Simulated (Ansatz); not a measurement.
The starting structures come from a database of crystals and need not be the phases stable at ambient conditions.

 Where the default PAW files enter, the runs use the earlier of Ansatz's two default sets.

**Evanescent states of NaCNO (R3m, not sure to be the ambient phase, 4 atoms a cell, 14.8 Å³ an atom, -3 GPa at this level) along the normal of (110)**

Computed with r2SCAN (plane waves, PAW; Ansatz, a quantum-chemistry and plane-wave program).

The gap is the functional's own, uncorrected, and κ follows it; spin-orbit coupling is left out. Mid-gap values are interpolated between the computed energies.

Energies count from the valence-band top; κ is the least over a 6×6 mesh across the current.

```
E (eV)  κ (1/Å)  where
------  -------  -----
0.12      0.195  off Γ
0.34      0.319  off Γ
0.57      0.392  off Γ
0.81      0.442  off Γ
1.03      0.479  off Γ
1.26          ?  off Γ
1.50          ?      Γ
1.73          ?      Γ
1.96          ?      Γ
2.19          ?      Γ
2.42          ?      Γ
2.65          ?      Γ
2.88          ?      Γ
3.10          ?      Γ
3.33          ?      Γ
3.56          ?      Γ
3.79      0.371      Γ
4.03      0.334      Γ
4.25      0.290      Γ
4.49      0.233      Γ
4.71      0.152      Γ
```

Question: Some entries are withheld; supply them.

Answer: 
- 1.26, κ (1/Å): 0.505
- 1.50, κ (1/Å): 0.523
- 1.73, κ (1/Å): 0.524
- 1.96, κ (1/Å): 0.520
- 2.19, κ (1/Å): 0.513
- 2.42, κ (1/Å): 0.502
- 2.65, κ (1/Å): 0.489
- 2.88, κ (1/Å): 0.472
- 3.10, κ (1/Å): 0.452
- 3.33, κ (1/Å): 0.429
- 3.56, κ (1/Å): 0.402
